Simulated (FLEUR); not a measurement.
Band structure of CdAg (R-3m, 2 atoms in the cell).

```xyz
2
Lattice="1.4751 0.8516 4.6705 -1.4751 0.8516 4.6705 0.0000 -1.7032 4.6705" Properties=species:S:1:pos:R:3 pbc="T T T"
Cd     0.0000     0.0000     7.0058
Ag     0.0000     0.0000     0.0000
```

Method of the run: LDA (Perdew-Zunger), all-electron FLAPW (FLEUR), scalar-relativistic valence.

Settings: Kmax = 4 1/bohr; GmaxXC = 16 1/bohr; xcFunctional = pz; jspins = 1; l_soc = F; mode = hist; fermiSmearingEnergy = 0.00183747 Htr; mesh (inpgen div1-3) = 10 10 10; inpgen gamma flag = true; Gmax = 16 1/bohr; numbands = 0; maxIterBroyd = 40; imix = Anderson; alpha = 0.05.

The starting cell comes from a database of computed structures (which also holds hypothetical and non-ambient phases and stackings), without a prior relaxation at this level. Its lattice was rescaled by a random factor within 2.5 % of one. Values depend on the basis (sphere radii, cutoffs, local orbitals), which need not be converged.

Levels in eV from the Fermi level, bands 15 to 22:
| point | 15 | 16 | 17 | 18 | 19 | 20 | 21 | 22 |
|---|---|---|---|---|---|---|---|---|
| Γ | -4.84 | -4.02 | -4.02 | -1.66 | 1.72 | 13.55 | 14.71 | 14.96 |
| L | -4.47 | -3.37 | -1.60 | -0.63 | 3.93 | 4.50 | 9.11 | 9.62 |
| Z | -4.92 | -4.92 | -4.15 | -4.15 | 9.51 | 9.92 | 14.62 | 15.36 |
| F | -4.11 | -3.36 | -2.11 | 0.13 | 1.00 | 4.52 | 8.29 | 9.20 |
| P1 | -4.27 | -3.39 | -1.54 | -0.85 | 1.22 | 5.87 | 8.70 | 8.76 |
| P | -4.27 | -3.39 | -1.54 | -0.85 | 1.22 | 5.87 | 8.70 | 8.76 |
